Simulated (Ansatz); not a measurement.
For antifluorite K2Te, LDA (plane waves, PAW; Ansatz, a first-principles code) gives:

```
Property                    Result
------------------  --------------
lattice constant a         7.926 Å
bulk modulus B0           16.8 GPa
cohesive energy       2.81 eV/atom
band gap                   2.15 eV
formation enthalpy  -1.043 eV/atom
```

Problem. What does PBE0 (Ansatz, PAW) give for the same quantities?

Solution. 
- lattice constant a: 8.192 Å (rises by 3.4 %)
- bulk modulus: 13.9 GPa (falls by 17 %)
- cohesive energy: 2.44 eV/atom (shrinks by 0.37 eV/atom)
- band gap: 3.58 eV (increases by 1.43 eV)
- formation enthalpy: -1.170 eV/atom (moves by -0.127 eV/atom)

Changes are worked out from the printed values.

Unless a cell is named, each level is at its own relaxed cell (LDA 41.49, PBE0 45.81 Å³/atom).

Levels without +SOC leave out spin–orbit coupling, which shifts energies and cells of such heavy elements.

Levels without +SOC have no spin–orbit coupling; where heavier elements are present it shifts gaps, mostly down, and can invert bands. Density-functional gaps are differences of (generalised) Kohn–Sham levels.

Caveats: the relaxation could not lower the start's symmetry, so the cell can be a saddle point above a distorted one (LDA, PBE0). Ansatz's density-functional and Hartree–Fock values are scalar-relativistic unless marked +SOC, with PAW data made under PBE.
